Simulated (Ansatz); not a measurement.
Functionals compared on Cl on the 1x1 (110) surface of bcc Fe, ferromagnetic, one in a 2x2 cell, started at the site 'bridge Fe-Fe (span 2.8 Å)', in Ansatz (plane waves, PAW). The structure was relaxed with PBE; the other rows are single points on it, each with its references at the same level. Cutoff 420 eV.

Model: 21-atom slab, 8.0 Å thick at the start under the adsorbate (thin: gaps and levels are the slab's own), 6x6x1 mesh, Fermi-Dirac 0.1 eV, dipole correction, 8 atoms held, the rest relaxed; start symmetry kept, larger cells not searched; spin-polarised, no spin-orbit, no U, no dispersion correction. At the end it is bonded to 4 Fe. In PBE it is, or lies within 0.03 eV of, the lowest of the starts that converged. These notes are the PBE run's. RPBE: The program's check for a lower electronic state was not made. Adsorption energies are against ½ Cl2(g). A negative adsorption energy means that the adsorbate is more stable on the surface than in its reference.

| functional | adsorption energy (eV) | work function of the top face (eV) | change of the work function (eV) | magnetic moment of the cell (μB) | rough cost of the single point |
|---|---|---|---|---|---|
| PBE | -2.56 | 4.63 | -0.18 | 47.27 | – |
| RPBE | -2.31 | 4.50 | -0.13 | 48.01 | very roughly 8 core-minutes |

Ansatz is a first-principles code.
